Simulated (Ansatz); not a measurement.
SrBr₂ (Pnma, No. 62; cell taken from a computed entry)

The numbers are results of HSE06 (PAW; Ansatz, an electronic-structure program), not measurements.

Settings: plane-wave cutoff 500 eV, 2×6×4 k mesh (along the axes of the cell as run), gaussian smearing 0.02 eV, scalar-relativistic PAW data made under PBE.

Cell (relaxed with r²SCAN):

```
SrBr2
1.0
   11.38932     0.00000     0.00000
    0.00000     4.73987     0.00000
    0.00000     0.00000     7.81414
Sr Br
4 8
Cartesian
  9.48031   1.18497   1.06950
  1.90902   3.55491   6.74463
  7.60368   3.55491   4.97657
  3.78564   1.18497   2.83756
  4.44651   3.55491   4.82368
  6.94281   1.18497   2.99046
  1.24815   1.18497   0.91661
 10.14118   3.55491   6.89753
  1.43370   1.18497   4.84092
  9.95562   3.55491   2.97322
  4.26096   3.55491   0.93385
  7.12836   1.18497   6.88029
```

```json
{
  "band_gap": "5.64 eV (on the SCF k mesh)"
}
```

Note: cell and atoms aren't relaxed at this level (largest force component 0.04 eV/Å).

Spin–orbit coupling is not included.

Computing time: around 28 core-minutes (rough).
